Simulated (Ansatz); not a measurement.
Ansatz (an electronic-structure program) is run on KI (P6_3mc, 4 atoms in the cell), and the run fails. The aim is a self-consistent single point with DFT, PBE, plane waves, default PAW files.

Cell that was meant: a = 5.5514 Å, b = 5.5514 Å, c = 9.0919 Å, α = 90.00°, β = 90.00°, γ = 120.00°.

Part of the input:

Ansatz 0.2 input:
```yaml
basis:
  ecutwfc: 30.9 Ry
kpoints:
  mp_grid: { grid: [6, 6, 3], shift: [1, 1, 1] }
hamiltonian:
  xc: pbe
  pseudopotentials: { kind: paw }
```

Output (repeated stretches shortened):

```
Error: invalid value for `kpoints.mp_grid.shift`: each number counts steps of the mesh from Γ, half a step is 0.5 and a whole step moves no point: type 0.5 for a flag of 1, and leave whole steps out of any other number: each must be finite and in (-1, 1); got [1, 1, 1]
```

**Question.** Read the log: what does the program object to, and what is the fix?

**Answer.** The fault is a mesh shift typed as a flag of 1. The shift is counted in steps of the mesh here, so half a step is 0.5; the flag 1 belongs to another code's convention. To fix it, type 0.5 for half a step, or no shift. The program stopped before any SCF iteration.

The sound input it was made from differs as follows (other fixes are possible):
```diff
-  mp_grid: { grid: [6, 6, 3], shift: [1, 1, 1] }
+  mp_grid: { grid: [6, 6, 3] }
```

With that input, the run converged in 6 iterations: free energy E − TS (on the zero of these files) -18107.0428 eV; top of the valence band (on the code's own zero) -0.15 eV; gap on the k-point mesh 3.99 eV; pressure 0.40 GPa; largest force (vector length) 0.009 eV/Å (DFT, PBE, plane waves, default PAW files).

On the sound input: the starting cell was generated: these elements placed on a structure prototype, without a prior relaxation; it need not be a known phase or ordering of this composition. Spin-orbit coupling is off. Ansatz's pressure includes its estimate of the finite-basis (Pulay) stress.
